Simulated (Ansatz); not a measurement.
CsCl-type NiAl, treated with PBE (plane waves, PAW; Ansatz, a first-principles code).

Numerical settings: plane-wave cutoff 520 eV, 22×22×22 k mesh, Fermi–Dirac smearing 0.07 eV (set by the program), no spin polarisation, scalar-relativistic PAW data made under PBE.

Computed at the level's own relaxed cell.

Elastic tensor (GPa, Voigt notation, ions relaxed):

```
  205.5   136.3   136.3     0.0     0.0     0.0
  136.3   205.5   136.3     0.0     0.0     0.0
  136.3   136.3   205.5     0.0     0.0     0.0
    0.0     0.0     0.0   118.0     0.0     0.0
    0.0     0.0     0.0     0.0   118.0     0.0
    0.0     0.0     0.0     0.0     0.0   118.0
```

Worked from these constants: the tetragonal shear constant is C′ = (C11 − C12)/2 = 34.6 GPa against C44 = 118.0 GPa, so the tetragonal shear is the softer. The Zener ratio C44/C′ is 3.41 (1 for an isotropic solid), and the Cauchy pressure C12 − C44 is 18.3 GPa. With C11 + 2C12 = 478.1 GPa all three Born conditions hold; they don't test modes at the zone boundary.

Static lattice: no zero-point or thermal effects.
